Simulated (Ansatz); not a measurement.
Take HfN in the rock salt structure (space group Fm-3m, No. 225; a = 4.5016 Å) as the base.

One thing is altered: every N is replaced by C, then cell and atoms are relaxed.

Levels (all Ansatz, a program for electronic structure, PAW): PBEsol (420 eV, scalar-relativistic without spin-orbit coupling); r2SCAN (500 eV, scalar-relativistic without spin-orbit coupling).

The geometry is relaxed with PBEsol.

```
Quantity           Value
---------------  -------
PBEsol pressure  0.0 GPa
```

Question: What does r2SCAN give at this geometry for the pressure?

Answer: The pressure goes from zero to 5.5 GPa.

Single points use the geometry relaxed with PBEsol. Their cutoffs differ, which shifts pressures a little. Stability against distortions was not tested. All final runs are without spin polarisation. An odd electron count without spin: HfN.
